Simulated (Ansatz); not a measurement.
Base system: GaN in the wurtzite structure (space group P6_3mc, No. 186; a = 3.2184 Å, c = 5.2432 Å). Axes: x lies along a and z along c of the hexagonal cell.

Computed with plane-wave PAW DFT at the PBE level (Ansatz, a quantum-chemistry and plane-wave program, 420 eV), spin-orbit coupling left out.

For the base:

The pressure is 0.00 GPa. The valence-band top at Γ comes out as 0.00, 0.00, -0.04 eV.

It is then changed as follows: biaxial strain +1.20 %, plane normal [001], relaxed out of plane (Cartesian); in-plane vectors clamped, the third vector and the atoms free.

Task: Predict the new out-of-plane strain, pressure and valence-band top at Γ.

Result: The out-of-plane strain comes out as -0.53 %; the pressure (mean of the normal stresses, compression positive) goes from zero to -3.05 GPa; the valence-band top at Γ (three highest levels, from the VBM) goes from 0.00, 0.00, -0.04 eV to 0.00, -0.06, -0.06 eV.

The levels and masses belong to the bands next to the band gap. Stability against distortions was not tested.
